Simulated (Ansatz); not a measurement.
BP under load (space group F-43m), PBE with spin-orbit coupling, rigid bands (Ansatz, a first-principles code). Condition of this run: hydrostatic pressure of -12 GPa (compression positive) (the target of the relaxation). Band gap 1.32 eV, N_c = 4.03e19 cm⁻³ and N_v = 2.42e19 cm⁻³ at 300 K, conductivity masses of 0.333 mₑ (electrons) and 0.419 mₑ (holes). Take k_BT = 0.02585 eV.

Task: What thermal injection velocity √(2k_BT/πm) limits a ballistic channel?

Result: 9.32e6 cm/s for electrons and 8.31e6 cm/s for holes, a ratio of √(m_h/m_e) = 1.12, for dilute carriers.

Task: Find the intrinsic carrier density and the intrinsic Fermi level.

Result: n_i = √(N_c N_v) exp(−E_g/2k_BT) = 3.12e19 × exp(−25.53) = 2.6e8 cm⁻³. The level lies (k_BT/2) ln(N_v/N_c) = -7 meV from mid-gap (positive towards the conduction band). Each 0.1 eV added to the gap lowers n_i by a factor of 6.9.

Task: What built-in voltage has an abrupt junction with N_A = 1e17 and N_D = 1e17 cm⁻³, all dopants ionised?

Result: V_bi = E_g/e − (k_BT/e) ln(N_c N_v/(N_A N_D)) = 1.32 − 0.02585 × 11.49 = 1.02 V, for the computed gap.

Rigid bands with the computed gap; masses take one relaxation time for all states. Geometry: cell and atoms relaxed with PBEsol.
